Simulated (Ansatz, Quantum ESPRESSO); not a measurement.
**Code comparison for YbSi₂ (I4_1/amd, 6 atoms in the cell)**

Self-consistent single point.

```yaml
crystal:
  lattice:
    - [-2.10866, 2.10866, 6.77742]
    - [2.10866, -2.10866, 6.77742]
    - [2.10866, 2.10866, -6.77742]
  atoms:
    - { symbol: Yb, position: [0.25000, 0.75000, 0.50000] }
    - { symbol: Yb, position: [0.50000, 0.50000, 0.00000] }
    - { symbol: Si, position: [0.08417, 0.08417, 0.00000] }
    - { symbol: Si, position: [0.83417, 0.33417, 0.50000] }
    - { symbol: Si, position: [0.66583, 0.16583, 0.50000] }
    - { symbol: Si, position: [0.91583, 0.91583, 0.00000] }
```

All programs got the same cell, k-point mesh and kind of occupations (in Ansatz's words: kpoints.mp_grid.grid = 7 7 7; scf.occupations.method = gaussian; scf.occupations.width = 0.2 eV); potentials, basis and cutoffs are each program's usual ones.

```csv
code,model,pressure (GPa),largest force (eV/Å),cutoff
Ansatz,"PBEsol, PAW files made with PBE",-5.66,0.271,default
Quantum ESPRESSO,"PBEsol, SSSP 1.1.2 efficiency (PBE) pseudopotentials",-6.03,0.297,50 Ry
```

The spread over the programs that give each value: pressure within 0.37 GPa; largest force within 0.026 eV/Å.

The starting cell comes from a database of computed structures (which also holds hypothetical and non-ambient phases and stackings), without a prior relaxation at this level. On Ansatz's run: Spin-orbit coupling is off. Spin polarisation is off. With a pressure of about -6 GPa the cell is away from its equilibrium volume at this level.

Task: Why do the programs differ, and what cannot be compared?

Result: Differences of this kind can come from the potentials, where these differ, and from what each basis and cutoff leave unconverged. The zero of total energies and Fermi levels follows the potentials and each program's conventions, so they are not compared here. Ansatz's pressure is given at a fixed set of plane waves, as the other plane-wave codes print theirs; with its correction for the finite basis it is -5.62 GPa.

Left out of this page: Elk and FLEUR (not drawn, or without a comparable value).

Ansatz is a quantum-chemistry and plane-wave program.

Keys are those of Ansatz 0.2.
